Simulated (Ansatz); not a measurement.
The reference is NaCl in the rock salt structure (space group Fm-3m, No. 225; a = 5.6015 Å). Axes: x, y, z lie along the cube axes.

Calculations: PBEsol (Ansatz, a quantum-chemistry and plane-wave program), scalar-relativistic without spin-orbit coupling.

Base values:

| Quantity | Value |
|---|---|
| Band gap | 5.01 eV |
| Pressure | 0.01 GPa |
| Electron mass | 0.39 mₑ (at Γ) |

Modification: the cell is stretched by 0.50 % along z with no lateral relaxation, atoms relaxed at fixed cell.

**Question.** What does the calculation give for the band gap after the change?

**Answer.** The band gap falls by 0.02 eV, from 5.01 eV to 4.99 eV.

**Question.** What happens to the pressure?

**Answer.** The pressure (mean of the normal stresses, compression positive) drops by 0.13 GPa (0.01 GPa → -0.12 GPa).

**Question.** What happens to the energy relative to the base?

**Answer.** The energy stays essentially unchanged.

**Question.** What happens to the electron mass?

**Answer.** The electron mass remains 0.39 mₑ (at Γ).

The cells carry an imposed strain or load. Masses are band curvatures over ±0.01 Å⁻¹ around the edge. Stability against distortions was not tested.
